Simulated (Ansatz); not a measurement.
Short convergence ladders for a (001) slab of SrHI (cut from a parent of space group no. 129; 6 atoms in the cell)

```
SrHI
1.0
    4.30244     0.00000     0.00000
    0.00000     4.30244     0.00000
    0.00000     0.00000    19.75311
Sr H I
2 2 2
Direct
  0.00000   0.50000   0.56684
  0.50000   0.00000   0.43316
  0.50000   0.50000   0.50000
  0.00000   0.00000   0.50000
  0.00000   0.50000   0.35437
  0.50000   0.00000   0.64563
```

Base method: PBEsol, default PAW files made with PBE (plane waves; Ansatz, an electronic-structure program).

Base settings: basis.ecutwfc = 420 eV; kpoints.mp_grid.grid = 5 5 1; hamiltonian.xc = pbesol; hamiltonian.pseudopotentials = {kind: paw} (the program's default PAW files); scf.occupations.method = fermi_dirac; scf.occupations.width = 0.05 eV.

The count of work is k-points × plane waves × bands × iterations; it is no time. 

**The k-point mesh**

Only quantities that move along the ladder and can be compared are tabulated.

| kpoints.mp_grid.grid | free energy less the last step's (meV/atom) | largest difference of a force vector from the last step's (eV/Å) | gap on the mesh (eV) | count of work / last |
|---|---|---|---|---|
| 2 2 1 | 68.33 | 0.119 | 3.908 | 0.097 |
| 3 3 1 | 8.30 | 0.021 | 3.936 | 0.083 |
| 4 4 1 | 1.41 | 0.005 | 3.866 | 0.17 |
| 5 5 1 | 0.25 | 0.001 | 3.847 | 0.17 |
| 6 6 1 | 0.05 | 0.000 | 3.825 | 0.32 |
| 7 7 1 | 0.01 | 0.000 | 3.813 | 0.28 |
| 8 8 1 | 0.00 | 0.000 | 3.813 | 0.42 |
| 9 9 1 | 0.00 | 0.000 | 3.819 | 0.42 |
| 11 11 1 | 0.00 | 0.000 | 3.822 | 0.58 |
| 12 12 1 | 0.00 | 0.000 | 3.822 | 0.91 |
| 14 14 1 | 0.00 | 0.000 | 3.813 | 1.0 |

Coarsest kpoints.mp_grid.grid that holds the forces within 0.01 eV/Å of the last step, with all finer ones: 4 4 1, at 0.17 of the last step's count of work; the step before is off by 0.021 eV/Å.

Coarsest kpoints.mp_grid.grid that holds the free energy within 1 meV/atom of the last step, with all finer ones: 5 5 1, at 0.17 of the last step's count of work; the step before is off by 1.4 meV/atom.

The gap on the mesh jumps up and down from mesh to mesh; it is no smooth measure of convergence.

**The depth of the slab**

The mesh stays at the base's, so the ladder's end is converged at best in this setting alone.

Only quantities that move along the ladder and can be compared are tabulated.

```csv
atoms,gap on the mesh (eV),count of work / last
6,3.847,0.15
12,3.671,0.51
18,3.573,1.0
```

Smallest size that holds the gap on the mesh within 0.05 eV: not settled: the last two steps still differ by 0.098 eV, over half the tolerance, so the ladder does not show it.

On the base run: the starting cell comes from a database of computed structures (which also holds hypothetical and non-ambient phases and stackings), without a prior relaxation at this level. The slab is cut from that crystal, and its faces are unrelaxed. Its lattice was rescaled by up to half a per cent. Spin-orbit coupling is off. Spin polarisation is off, though cut faces can carry moments; a gap of a slab can lie between surface states.

Keys are those of Ansatz 0.2.
